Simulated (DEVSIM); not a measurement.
System: GaP/Si n-p heterojunction, at 300 K.

```tsv
layer (left to right)	material	thickness (μm)	Nd (cm⁻³)	Na (cm⁻³)	τn (s)	τp (s)
1	GaP	0.180	1.2e16	-	1.1e-6	3.3e-8
2	Si	1.40	-	3.3e16	1.1e-6	1.1e-6
```

Left contact: ohmic. Right contact: ohmic. Voltage is applied to the left contact. Recombination: SRH at mid-gap, Auger. Mobility is μmin + (μ − μmin)/(1 + (N/Nref)^α).

Constants are typed, rounded textbook-type inputs, not results; the design itself was drawn at random and stands for no fabricated device. Values at 300 K.

```csv
parameter,GaP,Si
gap (eV),2.26,1.124
affinity (eV),3.8,4.05
permittivity,11.1,11.7
Nc (cm⁻³),1.8e19,2.86e19
Nv (cm⁻³),1.9e19,3.1e19
μn (cm²/Vs),250,1417
μp (cm²/Vs),150,470
"μn,min",10,52
"μp,min",10,45
"Nref,n",4.4e18,9.7e16
"Nref,p",1e18,2.2e17
αn,0.8,0.68
αp,0.85,0.72
Cn (cm⁶/s),1e-30,2.8e-31
Cp (cm⁶/s),1e-30,9.9e-32
```

DEVSIM, 1D drift-diffusion, Boltzmann statistics, complete ionisation; no tunnelling, impact ionisation, image-force lowering or self-heating. Band offsets follow the typed affinities; no thermionic-emission limit at abrupt steps, no polarisation charge.

Q: Give the dark forward current.

A: 
```
V (V)  J (A/cm²)
-----  ---------
-0.05   -7.6e-10
-0.10    -5.5e-9
-0.15    -3.7e-8
-0.20    -2.5e-7
-0.25    -1.6e-6
-0.30    -1.0e-5
-0.35    -6.4e-5
-0.40   -0.00037
-0.45    -0.0019
-0.50    -0.0093
-0.55     -0.042
-0.60      -0.17
-0.65      -0.68
-0.70       -2.5
-0.75       -8.8
-0.80        -28
-0.85        -82
-0.90       -210
-0.95       -470
-1.00       -910
-1.05      -1500
-1.10      -2400
```
